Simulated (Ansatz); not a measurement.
Relaxation of the outer planes of the (321) surface of fcc Sr in its 1x1 cell, outermost plane spacing 0.81 Å in the ideal cut.

Level of theory: PBE (plane waves to 420 eV, PAW; Ansatz, a program for electronic structure).

Model: 14-atom slab, 10.5 Å thick at the start (thin: gaps and levels are the slab's own), 6x4x1 mesh, Fermi-Dirac 0.1 eV, dipole correction, all atoms relaxed; start symmetry kept, larger cells not searched; no spin, no spin-orbit, no U.

```tsv
plane	atoms	bulk spacing to the next (Å)	relaxed spacing (Å)	change (%)	rumpling (Å)
1	Sr	0.806	___	___	0.00
2	Sr	0.806	0.667	-17.2	0.00
```

Question: Complete the blanks.

Answer: 
- 1, relaxed spacing (Å): 0.761
- 1, change (%): -5.5
